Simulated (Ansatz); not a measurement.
# LiF: response to strain

Start from LiF in the rock salt structure (space group Fm-3m, No. 225).

```
LiF
1.0
    0.00000     2.03401     2.03401
    2.03401     0.00000     2.03401
    2.03401     2.03401     0.00000
Li F
1 1
Direct
  0.00000   0.00000   0.00000
  0.50000   0.50000   0.50000
```

Strains are applied to the cell and any free atomic positions relax.

Method: Ansatz (a first-principles code), PBE, PAW, cutoff 420 eV, no spin-orbit coupling.

Notes on the quantities. energy relative to the base: free energy F.

```
change                    shortest interatomic distance  energy relative to the base  band gap   electron mass  width of the top valence band
------------------------  -----------------------------  ---------------------------  --------  --------------  -----------------------------
base                                            2.034 Å                   0 meV/atom   8.83 eV  0.86 mₑ (at Γ)                        0.95 eV
isotropic strain −3.00 %                        1.973 Å                 +16 meV/atom   9.66 eV  0.92 mₑ (at Γ)                        1.09 eV
isotropic strain −2.50 %                        1.983 Å                 +11 meV/atom   9.51 eV  0.91 mₑ (at Γ)                        1.07 eV
isotropic strain −2.00 %                        1.993 Å                +6.8 meV/atom   9.37 eV  0.90 mₑ (at Γ)                        1.04 eV
isotropic strain −0.50 %                        2.024 Å                +0.4 meV/atom   8.96 eV  0.87 mₑ (at Γ)                        0.98 eV
isotropic strain +0.50 %                        2.044 Å                +0.4 meV/atom         ?  0.86 mₑ (at Γ)                              ?
isotropic strain +1.00 %                        2.054 Å                +1.5 meV/atom   8.58 eV  0.85 mₑ (at Γ)                        0.91 eV
isotropic strain +1.50 %                        2.065 Å                +3.4 meV/atom   8.46 eV  0.84 mₑ (at Γ)                        0.89 eV
isotropic strain +2.50 %                        2.085 Å                +9.2 meV/atom   8.22 eV  0.83 mₑ (at Γ)                        0.85 eV
isotropic strain +3.00 %                        2.095 Å                 +13 meV/atom   8.11 eV  0.82 mₑ (at Γ)                        0.84 eV
```

Some entries are withheld; estimate them.


- isotropic strain +0.50 %, band gap: 8.70 eV
- isotropic strain +0.50 %, width of the top valence band: 0.93 eV

Masses are band curvatures over ±0.01 Å⁻¹ around the edge. Whether these cells are dynamically stable was not tested.
